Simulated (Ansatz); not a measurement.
Reference: ZnSe (F-43m), PBEsol with spin-orbit coupling, rigid bands (plane waves, PAW; Ansatz, a quantum-chemistry and plane-wave program); geometry: cell and atoms relaxed with PBEsol.

```
ZnSe
1.0
    0.00000     2.81672     2.81672
    2.81672     0.00000     2.81672
    2.81672     2.81672     0.00000
Zn Se
1 1
Direct
  0.00000   0.00000   0.00000
  0.75000   0.75000   0.75000
```

| Item | Result |
|---|---|
| band gap | 1.11 eV |
| electron conductivity mass | 0.100 mₑ |
| hole conductivity mass | 0.66 mₑ |
| Seebeck coefficient, n-type 1e19 cm⁻³ | -64 μV/K |

Task: Replace Se by S on the same sites and relax. What happens?

Result: ZnS (F-43m): volume per atom 22.3 to 19.2 Å³; band gap rises (1.11 eV to 2.06 eV); electron conductivity mass rises (0.100 mₑ to 0.179 mₑ); hole conductivity mass rises (0.66 mₑ to 0.84 mₑ); Seebeck coefficient, n-type 1e19 cm⁻³ rises in size (-64 μV/K to -104 μV/K).

Moves up to 5 % count as about the same. Masses are for dilute carriers at 300 K, harmonic means over directions unless an axis is named. Seebeck coefficients are for the stated density at 300 K, with one relaxation time for all states and whether or not that doping can be reached.
